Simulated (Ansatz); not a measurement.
Levels about the gap of amorphous In9Ga9Zn9O39W (67 atoms in a cell of 849 Å³, 5.98 g/cm³; zone centre alone, so wide bands show as single levels with stretches between that a denser mesh fills), at the geometry that PBE relaxed, where it gives 0.1 GPa on a denser mesh. The participation number counts the atoms over which a state spreads; weights are charges in smoothed Voronoi cells. The levels come from a single point, so bond lengths are those of that geometry. Method of the levels: PBE, scalar-relativistic without spin-orbit coupling (Ansatz, a quantum-chemistry and plane-wave program). Sampling: the zone centre alone; Fermi-Dirac width 0.02 eV; no spin polarisation. At PBE the levels at the filled edge of the gap are localised (band-tail or defect states).

The cell was made by melting and quenching with the CHGNet potential and then relaxed with DFT. O atoms were pushed apart under 1.9 Å during the dynamics, to hinder bonds among them. The hot cell started wider than the set density and was brought back towards it in steps. It is the lowest in DFT energy of 2 quenches. It is a model cell: composition and starting density were chosen by hand, and all elements were melted together. No dispersion term was used. Its density started from a set value of 5.97 and ended at 5.98 g/cm³. The simulated quench (nominally 210 K/ps over its main leg) is rapid and tends to freeze in more defects than a deposited or slowly cooled glass has. Values belong to this one cell and scatter from quench to quench. The volume was free in the relaxation, at fixed shape. Stress components on the final sampling reach 1.9 GPa. On a 2×2×2 Γ-centred mesh force components of up to 0.19 eV/Å stay, since the relaxation ran on the zone centre alone.

```csv
"E - E(highest filled), eV",filling,participation number,largest on,weight O,weight W,weight In,weight Zn
-0.41,filled,17.4,"O, 3 neighbours",0.88,0.00,0.02,0.08
-0.37,filled,14.7,"O, 3 neighbours",0.91,0.00,0.02,0.06
-0.35,filled,16.8,"O, 4 neighbours",0.85,0.00,0.02,0.11
-0.25,filled,19.0,"O, 4 neighbours",0.82,0.00,0.02,0.15
-0.17,filled,14.5,"O, 3 neighbours",0.84,0.00,0.02,0.13
-0.13,filled,12.1,"O, 3 neighbours",0.85,0.00,0.02,0.10
0.00,filled,6.9,"O, 4 neighbours",0.86,0.00,0.02,0.11
0.90,empty,59.4,"In, 6 neighbours",0.52,0.01,0.23,0.13
2.95,empty,3.4,"W, 6 neighbours",0.39,0.52,0.02,0.04
3.22,empty,13.0,"W, 6 neighbours",0.50,0.23,0.21,0.03
3.39,empty,23.6,"W, 6 neighbours",0.53,0.13,0.26,0.05
3.42,empty,9.0,"W, 6 neighbours",0.49,0.30,0.15,0.03
3.63,empty,30.4,"In, 8 neighbours",0.56,0.05,0.27,0.06
3.79,empty,32.9,"In, 5 neighbours",0.56,0.04,0.30,0.05
```

Most localised among these is the empty level at +2.95 eV, on a W atom, which has 6 neighbours (O 1.77 Å, O 1.88 Å, O 1.89 Å, O 1.92 Å, O 2.03 Å, O 2.37 Å).
